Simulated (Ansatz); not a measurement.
Consider the following.

```
CeO2
1.0
    3.76048     0.00000     0.00000
   -1.88024     3.25667     0.00000
    0.00000     0.00000     4.56513
Ce O
1 2
Direct
  0.00000   0.00000   0.00000
  0.66667   0.33333   0.17685
  0.33333   0.66667   0.82315
```

No spin polarisation.

All numbers come from Ansatz (a quantum-chemistry and plane-wave program), PBEsol-D3(BJ), PAW, cutoff 420 eV, no spin-orbit coupling, earlier PAW set. k-mesh 11×11×8 (Γ-centred); smearing 0.05 eV (Fermi–Dirac).

Problem. Predict the smallest direct gap.

Solution. 2.01 eV.

Problem. What pressure (mean of the normal stresses, compression positive) does the calculation give?

Solution. -11.56 GPa.

Problem. What gap character does the calculation give?

Solution. Indirect, H–A (29 % along) → A.

The cells carry an imposed strain or load. Stability against distortions was not tested. The final runs are not spin-polarised. The cell was made from CeO2 in the CdI2 type structure (space group P-3m1, No. 164; a hypothetical phase, not in the database extracts checked) by this change: isotropic strain +5.39 %.
